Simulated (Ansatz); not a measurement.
# TiO2 (Pbca, No. 61)

Method: LDA (Ansatz, a program for electronic structure, plane waves, PAW).

Numerical settings: plane-wave cutoff 520 eV, 8×4×6 k mesh (along the axes of the cell as run), no spin polarisation, scalar-relativistic PAW data made under PBE.

Cell: relaxed at this level.

For TiO2 (Pbca, No. 61), the voigt–Reuss–Hill bulk modulus comes out as 229 GPa and the voigt–Reuss–Hill shear modulus (Hill average) comes out as 90.8 GPa. The Young modulus comes out as 241 GPa and the Poisson ratio is 0.325.

Note: the relaxation could not lower the start's symmetry, so the cell can be a saddle point above a distorted one.

Elastic constants are with the ions relaxed.

Computed values are for the static lattice.
